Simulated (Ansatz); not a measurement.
The parent structure is Sn in the diamond structure (space group Fd-3m, No. 227; a = 6.656 Å).

Level of theory: Ansatz (a program for electronic structure), PBE, PAW, cutoff 420 eV, no SOC.

One change was made to it. Results:

The band gap is still zero; the lattice parameter a falls by 11.5 pm to 654.1 pm.

Question: Which change produced these results?
A. pressure 22.5 GPa
B. pressure 15 GPa
C. pressure 2.1 GPa

Answer: C, pressure 2.1 GPa. For comparison, the band gap in the other runs: pressure 15 GPa gives 0.26 eV; pressure 22.5 GPa gives 0.20 eV.

Load acts through the strain it causes; cell and atoms are relaxed under it. No phonon test of stability was made. Tetrahedral semiconductors of this kind turn to denser phases somewhere between about 1 and 50 GPa; those were not computed, so compressed cells here can lie past the real transition. A zero or small gap of Sn can be the functional's error rather than a property of the material.
